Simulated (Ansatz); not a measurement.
# Hypothetical P4_2/mnm GaN: pressure series

Base system: GaN (space group P4_2/mnm, No. 136; a = 5.535 Å, c = 3.214 Å; a hypothetical phase, not in the database extracts checked).

Cell and atoms are relaxed at each pressure.

All numbers come from PBE in Ansatz (plane waves to 420 eV, PAW, no spin-orbit coupling).

```
pressure (GPa)  volume per atom (Å³/atom)
--------------  -------------------------
-2                                 12.467
-1                                      ?
0                                  12.308
0.3                                12.286
0.7                                12.256
1.5                                12.197
3                                  12.089
5                                  11.953
7.5                                11.793
```

Fit the third-order Birch–Murnaghan form P(V) = (3B₀/2)[(V₀/V)^(7/3) − (V₀/V)^(5/3)]·[1 + (3/4)(B₀′ − 4)((V₀/V)^(2/3) − 1)] (squares taken in P) to the rows shown and predict the withheld row.

Least squares on the printed values gives V₀ = 12.309 Å³/atom, B₀ = 161 GPa, B₀′ = 4.0; this predicts 12.387 Å³/atom, and the run gives 12.387 Å³/atom, in agreement.

Load acts through the strain it causes; cell and atoms are relaxed under it. Whether these cells are dynamically stable was not tested. Competing high-pressure phases were not computed.

Ansatz is a program for electronic structure.
